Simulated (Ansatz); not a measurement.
The starting structures come from a database of crystals and need not be the phases stable at ambient conditions.

Input:

```yaml
crystal:
  lattice:
    - [4.16811, 0.00000, 0.00000]
    - [0.00000, 6.83999, 0.00000]
    - [2.08406, 0.00000, 3.50140]
  atoms:
    - { symbol: In, position: [0.66667, 0.49980, 0.66667] }
    - { symbol: In, position: [0.33333, 0.99980, 0.33333] }
    - { symbol: P, position: [0.66667, 0.12520, 0.66667] }
    - { symbol: P, position: [0.33333, 0.62520, 0.33333] }
```

Space group of this cell: Cmc2_1. The cell is strained (lengths along the current scaled by 0.97, ions clamped); by r2SCAN its mean pressure is 2.4 GPa.

Transport runs along the normal of the first two printed cell vectors.

The gap is the functional's own, uncorrected, and κ follows it; spin-orbit coupling is left out. Mid-gap values are interpolated between the computed energies.

Give the band gap and the smallest decay constant κ at mid-gap that r2SCAN in Ansatz (a quantum-chemistry and plane-wave program) yields.

Gap 1.19 eV on a 8×6×8 mesh; κ = 0.084 1/Å, at the zone centre.
